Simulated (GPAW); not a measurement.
A self-consistent single point of BaSn (Cmcm, 4 atoms in the cell) with GPAW

Computed with PBEsol, GPAW PAW datasets PBEsol (made by gpaw-setup) (plane waves; GPAW).

The input file:

```python
from ase import Atoms
from ase.units import GPa
from gpaw import GPAW

atoms = Atoms(['Ba', 'Ba', 'Sn', 'Sn'],
              cell=[[2.683065, -6.362910, 0.000000],
                    [2.683065, 6.362910, 0.000000],
                    [0.000000, 0.000000, 4.715140]],
              scaled_positions=[[0.135580, 0.864420, 0.250000],
                                [0.864420, 0.135580, 0.750000],
                                [0.427940, 0.572060, 0.250000],
                                [0.572060, 0.427940, 0.750000]],
              pbc=True)

calc = GPAW(mode={'name': 'pw', 'ecut': 550},
            xc='PBEsol',
            kpts=(5, 5, 5),
            occupations={'name': 'fermi-dirac', 'width': 0.05},
            nbands=-8,
            convergence={'forces': 0.001},
            symmetry={'symmorphic': False, 'tolerance': 0.0005},
            maxiter=100)

atoms.calc = calc

energy = atoms.get_potential_energy()
print('Energy (eV):', round(energy, 6))
forces = atoms.get_forces()
print('Forces (eV/Ang):')
print(forces.round(5))
stress = atoms.get_stress()
print('Stress (GPa, Voigt):', (stress / GPa).round(4))
```

Output, abridged:

```
Input parameters:
  convergence: {forces: 0.001}
  kpts: [5 5 5]
  maxiter: 100
  mode: {ecut: 550,
         name: pw}
  nbands: -8
  occupations: {name: fermi-dirac,
                width: 0.05}
  symmetry: {symmorphic: False,
             tolerance: 0.0005}
  xc: PBEsol

species:
  Ba:
    name: Barium
    Z: 56.0
    valence: 10
    core: 46
    charge: 0.0
    file: Ba.PBEsol.gz

    # Using partial waves for Ba as LCAO basis

  Sn:
    name: Tin
    Z: 50.0
    valence: 14
    core: 36
    charge: 0.0
    file: Sn.PBEsol.gz

    # Using partial waves for Sn as LCAO basis

Reference energy: -778253.262745  # eV

Spin-paired calculation

Convergence criteria:
 Maximum [total energy] change in last 3 cyles: 0.0005 eV / valence electron
 Maximum integral of absolute [dens]ity change: 0.0001 electrons / valence electron
 Maximum integral of absolute [eigenst]ate change: 4e-08 eV^2 / valence electron
 Maximum change in the atomic [forces] across last 2 cycles: 0.001 eV/Ang OR
Maximum error relative to the maximum force is below inf
 Maximum number of scf [iter]ations: 100

Symmetries present (total): 8
Symmetries with fractional translations: 4
125 k-points: 5 x 5 x 5 Monkhorst-Pack grid
27 k-points in the irreducible part of the Brillouin zone
       k-points in crystal coordinates                weights
   0:     0.00000000    0.00000000    0.00000000          1/125
   1:     0.00000000    0.00000000    0.20000000          2/125
   2:     0.00000000    0.00000000    0.40000000          2/125
   [... 7 lines left out ...]
          ...
  26:     0.40000000    0.40000000    0.40000000          4/125

Wave functions: Plane wave expansion
  Cutoff energy: 550.000 eV
  Number of coefficients (min, max): 4690, 4733
  Pulay-stress correction: 0.000000 eV/Ang^3 (de/decut=0.000000)

Occupation numbers: Fermi-Dirac:
  width: 0.0500  # eV

Eigensolver

Densities:
  Coarse grid: 40*40*28 grid
  Fine grid: 80*80*56 grid
  Total Charge: 0.000000

Density mixing:
  Method: separate
  Backend: pulay
  Linear mixing parameter: 0.05
  old densities: 5
  Damping of long wavelength oscillations: 50

Hamiltonian:
  XC and Coulomb potentials evaluated on a 80*80*56 grid
  External potential:
    NoExternalPotential

XC parameters: PBEsol with 2 nearest neighbor stencil

Number of atoms: 4
Number of atomic orbitals: 28
Number of bands in calculation: 32
Number of valence electrons: 48
Bands to converge: occupied

Density initialized from atomic densities
  28 bands from LCAO basis set
  4 bands from random numbers

Atomic positions and initial magnetic moments

Positions:
   0 Ba     2.683065    4.637543    1.178785    ( 0.0000,  0.0000,  0.0000)
   1 Ba     2.683065   -4.637543    3.536355    ( 0.0000,  0.0000,  0.0000)
   2 Sn     2.683065    0.917023    1.178785    ( 0.0000,  0.0000,  0.0000)
   3 Sn     2.683065   -0.917023    3.536355    ( 0.0000,  0.0000,  0.0000)

Unit cell:
           periodic     x           y           z      points  spacing
  1. axis:    yes    2.683065   -6.362910    0.000000    40     0.1236
  2. axis:    yes    2.683065    6.362910    0.000000    40     0.1236
  3. axis:    yes    0.000000    0.000000    4.715140    28     0.1684

  Lengths:   6.905466   6.905466   4.715140
  Angles:   90.000000  90.000000 134.272357

Effective grid spacing dv^(1/3) = 0.1532

     iter     time        total  log10-change:
                         energy   eigst   dens  force
iter:   1 --:--:--   -16.324973
iter:   2 --:--:--   -16.403068   -0.89  -1.25
iter:   3 --:--:--   -16.112235   -1.50  -1.29
iter:   4 --:--:--   -16.125471   -2.07  -1.52
iter:   5 --:--:--   -16.045752   -2.21  -1.77
iter:   6 --:--:--   -16.045688   -3.56  -2.19
iter:   7 --:--:--   -16.041747c  -3.23  -2.22
iter:   8 --:--:--   -16.039673c  -3.70  -2.47
iter:   9 --:--:--   -16.039559c  -5.21  -2.98
iter:  10 --:--:--   -16.039243c  -5.38  -3.00
iter:  11 --:--:--   -16.039105c  -5.53  -3.09
iter:  12 --:--:--   -16.039050c  -6.28  -3.21
iter:  13 --:--:--   -16.038980c  -6.19  -3.26
iter:  14 --:--:--   -16.038944c  -5.61  -3.36
iter:  15 --:--:--   -16.038923c  -5.89  -3.53
iter:  16 --:--:--   -16.038925c  -6.96  -4.01c
iter:  17 --:--:--   -16.038924c  -6.67  -3.99
iter:  18 --:--:--   -16.038924c  -7.77c -4.03c
iter:  19 --:--:--   -16.038924c  -7.10  -4.05c
iter:  20 --:--:--   -16.038923c  -7.57c -4.23c -2.49
iter:  21 --:--:--   -16.038923c  -8.69c -4.32c -2.63
iter:  22 --:--:--   -16.038923c  -7.70c -4.36c -2.37
iter:  23 --:--:--   -16.038921c  -7.77c -4.45c -2.11
iter:  24 --:--:--   -16.038921c  -9.21c -4.84c -2.74
iter:  25 --:--:--   -16.038921c  -9.56c -4.88c -2.79
iter:  26 --:--:--   -16.038921c  -9.28c -4.90c -3.06c

Converged after 26 iterations.

Dipole moment: (-0.000000, -0.000000, -0.000000) |e|*Ang

Energy contributions relative to reference atoms: (reference = -778253.262745)

Kinetic:         +3.928548
Potential:       -0.253152
External:        +0.000000
XC:             -19.634356
Entropy (-ST):   -0.012675
Local:           -0.073624
SIC:             +0.000000
--------------------------
Free energy:    -16.045258
Extrapolated:   -16.038921

Showing only first 2 kpts
 Kpt  Band  Eigenvalues  Occupancy
  0    22      5.13300    2.00000
  0    23      5.93525    1.99351
  0    24      7.01822    0.00000
  0    25      7.31030    0.00000

  1    22      4.92625    2.00000
  1    23      6.18896    1.31536
  1    24      6.81234    0.00001
  1    25      6.94849    0.00000

Fermi level: 6.22161

No gap
No difference between direct/indirect transitions
Energy (eV): -16.038921

Forces in eV/Ang:
  0 Ba    0.00000    0.04641   -0.00000
  1 Ba    0.00000   -0.04641    0.00000
  2 Sn    0.00000   -0.06082    0.00000
  3 Sn    0.00000    0.06082   -0.00000

Stress tensor:
     0.010939     0.000000     0.000000
     0.000000     0.008325    -0.000000
     0.000000    -0.000000     0.008129
Stress (GPa, Voigt): [ 1.7526  1.3339  1.3025 -0.      0.      0.    ]
```

The run converged in 26 iterations. GPAW prints stress with tension positive.

The starting cell comes from a database of computed structures (which also holds hypothetical and non-ambient phases and stackings), without a prior relaxation at this level.

Cost on one core of a shared machine: roughly 2 min.
